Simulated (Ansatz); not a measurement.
Electronic density of states of amorphous Zr35Pt13, density 9.36 g/cm³, on a 2×2×2 Γ-centred mesh with a Gaussian width of 0.1 eV; energies count from the Fermi level. Cell and mesh are small, so fine structure isn't converged. Calculation: PBE, scalar-relativistic without spin-orbit coupling (plane waves to 420 eV, PAW; Ansatz, a first-principles code). Sampling: a 2×2×2 Γ-centred mesh; Fermi-Dirac width 0.1 eV; no spin polarisation.

Preparation: random packing, a CHGNet melt and quench, and a DFT relaxation. The hot cell started wider than the set density and was brought back towards it in steps. It is the lowest in DFT energy of 3 quenches. It is a model cell: composition and starting density were chosen by hand, and all elements were melted together. No dispersion term was used. Its density started from a set value of 9.28 and ended at 9.36 g/cm³. The simulated quench (nominally 190 K/ps over its main leg) is rapid and tends to freeze in more defects than a deposited or slowly cooled glass has. A cell of this size samples the disorder only roughly. Volume and shape were free in the relaxation. On a 2×2×2 Γ-centred mesh force components of up to 0.20 eV/Å stay, since the relaxation ran on one k-point at (1/4, 1/4, 1/4).

(E - EF (eV), states/(eV atom)): (-12.00, 0.00); (-11.90, 0.00); (-11.80, 0.00); (-11.70, 0.00); (-11.60, 0.00); (-11.50, 0.00); (-11.40, 0.00); (-11.30, 0.00); (-11.20, 0.00); (-11.10, 0.00); (-11.00, 0.00); (-10.90, 0.00); (-10.80, 0.00); (-10.70, 0.00); (-10.60, 0.00); (-10.50, 0.00); (-10.40, 0.00); (-10.30, 0.00); (-10.20, 0.00); (-10.10, 0.00); (-10.00, 0.00); (-9.90, 0.00); (-9.80, 0.00); (-9.70, 0.00); (-9.60, 0.00); (-9.50, 0.00); (-9.40, 0.00); (-9.30, 0.00); (-9.20, 0.00); (-9.10, 0.00); (-9.00, 0.00); (-8.90, 0.00); (-8.80, 0.00); (-8.70, 0.00); (-8.60, 0.00); (-8.50, 0.00); (-8.40, 0.00); (-8.30, 0.00); (-8.20, 0.00); (-8.10, 0.00); (-8.00, 0.00); (-7.90, 0.00); (-7.80, 0.00); (-7.70, 0.00); (-7.60, 0.00); (-7.50, 0.00); (-7.40, 0.00); (-7.30, 0.00); (-7.20, 0.00); (-7.10, 0.00); (-7.00, 0.02); (-6.90, 0.03); (-6.80, 0.01); (-6.70, 0.02); (-6.60, 0.06); (-6.50, 0.08); (-6.40, 0.08); (-6.30, 0.15); (-6.20, 0.15); (-6.10, 0.11); (-6.00, 0.14); (-5.90, 0.13); (-5.80, 0.12); (-5.70, 0.18); (-5.60, 0.18); (-5.50, 0.24); (-5.40, 0.26); (-5.30, 0.22); (-5.20, 0.25); (-5.10, 0.34); (-5.00, 0.42); (-4.90, 0.47); (-4.80, 0.67); (-4.70, 1.15); (-4.60, 1.48); (-4.50, 1.56); (-4.40, 1.74); (-4.30, 1.91); (-4.20, 1.99); (-4.10, 1.93); (-4.00, 1.85); (-3.90, 1.83); (-3.80, 1.84); (-3.70, 1.84); (-3.60, 1.76); (-3.50, 1.65); (-3.40, 1.42); (-3.30, 1.24); (-3.20, 1.07); (-3.10, 0.80); (-3.00, 0.65); (-2.90, 0.53); (-2.80, 0.44); (-2.70, 0.39); (-2.60, 0.35); (-2.50, 0.38); (-2.40, 0.49); (-2.30, 0.55); (-2.20, 0.56); (-2.10, 0.57); (-2.00, 0.55); (-1.90, 0.63); (-1.80, 0.68); (-1.70, 0.76); (-1.60, 0.86); (-1.50, 0.92); (-1.40, 0.84); (-1.30, 0.89); (-1.20, 0.97); (-1.10, 1.05); (-1.00, 1.03); (-0.90, 1.01); (-0.80, 1.14); (-0.70, 1.18); (-0.60, 1.15); (-0.50, 1.18); (-0.40, 1.17); (-0.30, 1.17); (-0.20, 1.15); (-0.10, 1.06); (0.00, 1.08); (0.10, 1.16); (0.20, 1.13); (0.30, 1.09); (0.40, 1.14); (0.50, 1.17); (0.60, 1.12); (0.70, 1.09); (0.80, 1.15); (0.90, 1.10); (1.00, 1.06); (1.10, 1.14); (1.20, 1.12); (1.30, 1.01); (1.40, 1.02); (1.50, 0.92); (1.60, 0.92); (1.70, 0.93)
